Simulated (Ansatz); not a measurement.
System: Ta2InC (P6₃/mmc, No. 194, 8 atoms in the cell; start mp-22144). Method: r²SCAN in Ansatz (PAW).

Run with plane-wave cutoff 560 eV, 24×24×4 k mesh (along the axes of the cell as run), Fermi–Dirac smearing 0.05 eV, scalar-relativistic PAW data made under PBE.

Cell (relaxed at this level):

```cif
data_C2In2Ta4
_chemical_formula_sum 'Ta4 In2 C2'
_space_group_name_H-M_alt 'P 1'
_space_group_IT_number 1
_cell_length_a 3.14840
_cell_length_b 3.14840
_cell_length_c 14.45509
_cell_angle_alpha 90.000
_cell_angle_beta 90.000
_cell_angle_gamma 120.000
loop_
_space_group_symop_operation_xyz
  'x, y, z'
loop_
_atom_site_label
_atom_site_type_symbol
_atom_site_fract_x
_atom_site_fract_y
_atom_site_fract_z
_atom_site_occupancy
Ta1 Ta 0.66667 0.33333 0.58336 1
Ta2 Ta 0.33333 0.66667 0.41664 1
Ta3 Ta 0.33333 0.66667 0.08336 1
Ta4 Ta 0.66667 0.33333 0.91664 1
In1 In 0.66667 0.33333 0.25000 1
In2 In 0.33333 0.66667 0.75000 1
C1 C 0.00000 0.00000 0.50000 1
C2 C 0.00000 0.00000 0.00000 1
```

Problem. What does this level give for the bulk modulus?

Solution. 
* **bulk modulus**: 189 GPa

The run finds no gap.

Note: the bulk modulus is −V dP/dV from two relaxed cells at ±2 % in volume; the relaxation could not lower the start's symmetry, so the cell can be a saddle point above a distorted one.

Spin–orbit coupling is not included; it can open a gap where bands touch, and shift volumes and moduli.

Static lattice: no zero-point or thermal effects.

It cost very roughly 14 core-minutes of CPU time.

A start named mp-… is a Materials Project structure, which need not be a measured phase.

Ansatz is an electronic-structure program.
